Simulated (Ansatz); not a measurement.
# WSi (model structure, started from the NiAs type, P6₃/mmc, No. 194, 4 atoms in the cell): lattice parameter a by level of theory

No measured value is used here.

```json
[
 {"level (code)": "PBE (Ansatz)", "value (Å)": "3.135"},
 {"level (code)": "PBEsol (Ansatz)", "value (Å)": "3.099"},
 {"level (code)": "PBE-D3(BJ) (Ansatz)", "value (Å)": "3.095"}
]
```

Density-functional levels without +SOC have no spin–orbit coupling. Ansatz's density-functional and Hartree–Fock values are scalar-relativistic unless marked +SOC, with PAW data made under PBE.

A model structure was made by putting elements into a prototype or built by hand; it is no filed structure, need not be a known phase, and can be a saddle point held by its symmetry.

Ansatz is an electronic-structure program.
